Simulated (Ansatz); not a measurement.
The starting structures come from a database of crystals and need not be the phases stable at ambient conditions.

 Where the default PAW files enter, the runs use the earlier of Ansatz's two default sets.

**Evanescent states of Rb₂GeF₆ (P-3m1, not sure to be the ambient phase, 9 atoms a cell, 15.5 Å³ an atom) along the normal of (001)**

Computed with r2SCAN (plane waves, PAW; Ansatz, an electronic-structure program).

The gap is the functional's own, uncorrected, and κ follows it; spin-orbit coupling is left out. Mid-gap values are interpolated between the computed energies.

Energies count from the valence-band top; κ is the least over a 6×6 mesh across the current.

| E (eV) | κ (1/Å) | where |
|---|---|---|
| 0.16 | 0.305 | Γ |
| 0.48 | 0.379 | Γ |
| 0.80 | 0.430 | Γ |
| 1.12 | 0.466 | Γ |
| 1.44 | 0.493 | Γ |
| 1.76 | 0.513 | Γ |
| 2.08 | 0.528 | Γ |
| 2.40 | 0.537 | Γ |
| 2.72 | 0.543 | Γ |
| 3.04 | 0.545 | Γ |
| 3.36 | 0.544 | Γ |
| 3.68 | 0.539 | Γ |
| 4.00 | 0.531 | Γ |
| 4.32 | 0.520 | Γ |
| 4.64 | 0.505 | Γ |
| 4.96 | 0.487 | Γ |
| 5.28 | 0.464 | Γ |
| 5.60 | 0.436 | Γ |
| 5.92 | 0.402 | Γ |
| 6.24 | 0.359 | Γ |
| 6.56 | 0.303 | Γ |
| 6.88 | 0.222 | Γ |

Task: How thick must the barrier be to attenuate the transmission by 10^6 when the electrodes' Fermi level lies at 3.36 eV, and what attenuation does that film give at 2.72 eV?

Result: d = 6 ln 10 / (2 × 0.544) = 12.7 Å. At 2.72 eV it gives 6 × 0.543/0.544 = 6.0 decades.
